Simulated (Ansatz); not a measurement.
The starting structures come from a database of crystals and need not be the phases stable at ambient conditions.

By PBEsol, the system below comes out a metal.

Data:

```xyz
2
Lattice="4.3559 0.0000 0.0000 0.0000 4.3559 0.0000 2.1779 -2.1779 3.0801" Properties=species:S:1:pos:R:3 pbc="T T T"
Bi     0.0000     0.0000     0.0000
Se     2.1779     2.1779     0.0000
```

Space group of this cell: Fm-3m, rock salt. The cell is taken as given; by PBEsol its mean pressure is -2.7 GPa.

The current flows along the normal of the first two printed cell vectors, the (001) plane of the conventional cell. No spin-orbit coupling; the value is a mean over 0.1 eV about the Fermi level.

**Question.** Estimate the ballistic conductance per area that PBEsol run with Ansatz (a first-principles code) returns for this system.

**Answer.** 0.85 × 10¹⁵ S/m² for both spins.
